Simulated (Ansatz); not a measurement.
Abridged Ansatz (a program for electronic structure) output:

```
Relaxation: its limit of steps is 50 (relax.max_steps)
Pseudopotential: Al, paw, valence charge 3
Pseudopotential: Au, paw, valence charge 19
Crystal: 3 atoms, lattice volume = 51.594 Å³
Basis set: ecut = 420 eV, 965 PW (Γ), exchange–correlation on 60×60×60 points (8 copies of the dense FFT grid, shifted against one another)
Bands: 17, of which v1, the nominal top of the filled ones, is band 13 counted from 1 (12 counted from 0)
Symmetry: 48 space group operations
k-points: 165 of 4913
Functional: x = pbe(κ = 0.804, μ = 0.2195149727645171), c = pbe(β = 0.06672455060314922)
SCF iter   1: F=—  HF=-14225.537514 eV  |F-HF|=—  |Δ(HF+E_count)|=         —  Δρ=1.80e-3  dr2=1.31e-3  ethr=1.77e-3  ⟨swp⟩=5.3  Hψ=14267  notcnv=0
SCF iter   2: F=—  HF=-14225.538073 eV  |F-HF|=—  |Δ(HF+E_count)|=   5.58e-4  Δρ=1.08e-3  dr2=6.25e-4  ethr=5.25e-6  ⟨swp⟩=2.1  Hψ=5198  notcnv=0
SCF 1 converged in 8 iterations: F = -14225.538370 eV  dr2 = 6.20e-11
relax step   1: F+E_penalty+E_count = -14225.53836976 eV  Δ(F+E_penalty+E_count) = +0.000e0 eV  max|allowed force component| = 2.120e-17 eV/Å  Δτ_max = 0.0000 Å  (8 SCF iters, accepted)
SCF converged after 8 iterations
Free energy (F): -14225.538370 eV
Internal energy: -14225.510371 eV  (E = F + TS)
E sigma→0 (E₀):  -14225.524370 eV
Entropy (-TS):   -0.027999 eV (-9.333 meV/atom)
Fermi energy:    11.989456 eV
--- Forces (eV/Å), atoms counted from 1 ---
  atom   1  Al    -0.00000000     0.00000000    -0.00000000
  atom   2  Al    -0.00000000    -0.00000000    -0.00000000
  atom   3  Au     0.00000000     0.00000000     0.00000000
--- Stress (GPa, compression-positive) ---
        9.551962      -0.000000      -0.000000
       -0.000000       9.551962      -0.000000
        0.000000       0.000000       9.551962
  P = ⅓ Tr σ = 9.5520 GPa (95.520 kbar)
--- Relaxed structure (1 steps of the walk, 1 accepted, 0 SCFs on fresh bases) ---
  atoms:
    - { symbol: Al, position: [0.25, 0.25, 0.25] }
    - { symbol: Al, position: [0.7500000000000001, 0.7500000000000001, 0.7500000000000001] }
    - { symbol: Au, position: [0.0, 0.0, 0.0] }
```

Question: What was computed, and what are the main results?

Answer: Al2Au, 3 atoms in the cell, with PBE/PAW in Ansatz, scalar-relativistic without spin-orbit coupling. The last SCF converged to F = -14225.538370 eV, or -4741.8461 eV per atom, at a pressure of 9.55 GPa. The total energy compares only with runs of the same code, potentials and settings.

The cells carry an imposed strain or load. Whether these cells are dynamically stable was not tested. The cell was made from Al₂Au (space group Fm-3m, No. 225) by this change: isotropic strain −2.50 %.

Keys are those of Ansatz 0.2.
